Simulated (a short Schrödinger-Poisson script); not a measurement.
Structure: MOS inversion layer, SiO2 on p-type Si(100), at 300 K.

From the gate side: 2.7 nm SiO2; 1100 nm Si, acceptors 1.4e17 cm⁻³.

Constants are typed, rounded textbook-type inputs, not results; the design itself was drawn at random and stands for no fabricated device. SiO2: permittivity 3.9, conduction-band edge (eV) 3.15, gap (eV) 9, electron mass (mₑ) 0.5. Si: permittivity 11.7, conduction-band edge (eV) 0, gap (eV) 1.124, Nv at 300 K (cm⁻³) 3.1e19.

Channel valleys (confinement mass, in-plane density-of-states mass, number): Δ2 0.916, 0.19, 2; Δ4 0.19, 0.417, 4. At the gate the conduction-band edge of layer 1 lies 3.35 eV − eVg above the Fermi level of the channel; the field vanishes at the back. Gaps are held at their typed values at every temperature. Mesh 0.03 nm at interfaces.

Solved with a short Schrödinger-Poisson script written for these runs: 1D Poisson equation in equilibrium, electrons quantum, Hartree (BenDaniel-Duke, 12 states a valley, the channel's in-plane mass for all, wave functions ending at the dielectric), parabolic valleys, classical holes, full ionisation, no traps, pinning or gate leakage.

| Vg (V) | electrons (cm⁻²) | C (μF/cm²) | Δ2 E0 (meV from the Fermi level) | Δ4 E0 (meV from the Fermi level) |
|---|---|---|---|---|
| 0.2 | 3.06e9 | 0.124 | 208.4 | 246.7 |
| 0.3 | 6.68e10 | 0.348 | 127.4 | 167.6 |
| 0.4 | 3.85e11 | 0.731 | 79.8 | 123.4 |
| 0.5 | 8.85e11 | 0.885 | 55.7 | 103.3 |
| 0.6 | 1.46e12 | 0.955 | 40.2 | 91.9 |
| 0.7 | 2.06e12 | 0.996 | 28.6 | 84.2 |
| 0.8 | 2.69e12 | 1.02 | 19.3 | 78.6 |
| 0.9 | 3.33e12 | 1.04 | 11.4 | 74.2 |
| 1 | 3.99e12 | 1.06 | 4.4 | 70.6 |
| 1.1 | 4.65e12 | 1.07 | -1.9 | 67.5 |
| 1.2 | 5.32e12 | 1.08 | -7.6 | 64.8 |
| 1.3 | 5.99e12 | 1.08 | -13.0 | 62.5 |
| 1.4 | 6.67e12 | 1.09 | -18.1 | 60.3 |
| 1.5 | 7.35e12 | 1.10 | -22.9 | 58.3 |
| 1.6 | 8.04e12 | 1.10 | -27.5 | 56.5 |
| 1.7 | 8.72e12 | 1.11 | -31.9 | 54.8 |
| 1.8 | 9.42e12 | 1.11 | -36.2 | 53.2 |

Gate voltages with under 1e9 electrons/cm² are left out.

Question: At Vg = 1.8 V the lowest Δ2 subband lies at -36.2 meV from the Fermi level. How many electrons does it hold, and what share of all?

Answer: The two-dimensional density of states is g m/(πħ²) = 1.59e11 cm⁻² meV⁻¹ (both spins), kT = 25.9 meV, so n = D kT ln(1 + exp(−E/kT)) = 6.65e12 cm⁻², 0.71 of the 9.42e12 cm⁻² in all.

Question: Compare the slope of the sheet density between 1.6 and 1.8 V with the geometric capacitance of the layers between gate and channel.

Answer: q Δn/ΔV = 1.11 μF/cm²; ε0/Σ(t/ε) = 1.28 μF/cm². The ratio is 0.86: the channel acts as a further capacitance in series.
